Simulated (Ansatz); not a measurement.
Start from Ta in the bcc (W type) structure (space group Im-3m, No. 229; a = 3.306 Å; relaxed with 0.1 eV smearing). Axes: x, y, z lie along the cube axes.

Calculations: Ansatz (a first-principles code) r2SCAN, no spin-orbit coupling.

Perturbation: uniaxial strain ε_zz = −1.00 %, all other strain components held at zero, atoms relaxed at fixed cell.

Problem. Predict the stress tensor and what it implies for the stiffness.

Solution. Stress of the strained cell less that of the base (GPa, compression positive):
```
    1.7     0.0     0.0
    0.0     1.7     0.0
    0.0     0.0     2.8
```

Then −Δσ_ii/ε with ε = -0.0100 gives relaxed-ion elastic constants: C33 ≈ 282 GPa, C13 ≈ 170 GPa and C23 ≈ 170 GPa.

Stability against distortions was not tested. All final runs are without spin polarisation.
